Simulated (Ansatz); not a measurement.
Base system: Nb in the bcc (W type) structure (space group Im-3m, No. 229; a = 3.311 Å; relaxed with 0.1 eV smearing).

Method: PBE/PAW in Ansatz (an electronic-structure program), no SOC.

Before the change:

```
Item       Result
--------  -------
Pressure  0.0 GPa
```

The change: an isotropic linear strain of −0.50 %, atoms relaxed at fixed cell.

Question: Predict the new pressure and energy relative to the base.

Answer: The pressure goes from zero to 2.6 GPa; the energy increases by 2.2 meV/atom.

Whether these cells are dynamically stable was not tested. All final runs are without spin polarisation.
